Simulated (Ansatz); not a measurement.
Bi on the Sb site in zinc-blende GaSb

Computed with PBE, PAW (plane waves to 420 eV; Ansatz, an electronic-structure program). Cell and caveats: 64-site cell; 2×2×2 shifted k-points; start: the Sb site; no spin–orbit coupling; the functional closes the host's gap; energies good to tenths of an eV.

Neighbours after relaxation, in Å: of the Bi atom: Ga 2.75, Ga 2.75, Ga 2.75, Ga 2.75.

```csv
charge,moment (μB),largest move off a lattice site (Å)
0,not spin-polarised,0.06
```
